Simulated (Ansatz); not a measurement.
CsCl-type NiTi (cubic form, which distorts at low temperature) was calculated with rVV10 (Ansatz, an electronic-structure program, plane waves, PAW).

Settings: plane-wave cutoff 520 eV, 18×18×18 k mesh, Fermi–Dirac smearing 0.05 eV, spin-polarised start, scalar-relativistic PAW data made under PBE.

Pressure at four volumes; x = ln(V/13.772 Å³). One pressure is withheld.

```json
[
 {"V (Å³/atom)": "12.946", "x": "-0.0619", "P (GPa)": "11.35"},
 {"V (Å³/atom)": "13.772", "x": "0.0000", "P (GPa)": "0.00"},
 {"V (Å³/atom)": "14.323", "x": "0.0392", "P (GPa)": "-5.79"},
 {"V (Å³/atom)": "14.598", "x": "0.0582", "P (GPa)": "?"}
]
```

Q: Pass a parabola P(x) through the three rows shown, estimate the bulk modulus and its pressure derivative near zero pressure, and predict the withheld pressure.

A: Slopes between the rows: (0.00 − (11.35))/(0.0000 − (-0.0619)) = -183.36 and (-5.79 − (0.00))/(0.0392 − (0.0000)) = -147.70 GPa. Their difference over the span 0.1011 is c = 35.66/0.1011 = 352.7 GPa, so P(x) = 11.35 + (-183.36)(x − (-0.0619)) + 352.7 (x − (-0.0619))(x − (0.0000)). At the middle row B = −dP/dx = −[-183.36 + 352.7 × 0.0619] = 161.5 GPa, and B′ = dB/dP = 2c/B = 4.4. At x = 0.0582 the parabola gives -8.21 GPa; the run gives -8.26 GPa. The Birch–Murnaghan fit to the energies at all volumes has B0 = 161 GPa and B′ = 4.3.

Note: the starting moments vanished in the run, and other orders were not tried; symmetry holds this phase in the static calculation, where it need not be a minimum; the relaxation could not lower the start's symmetry, so the cell can be a saddle point above a distorted one.
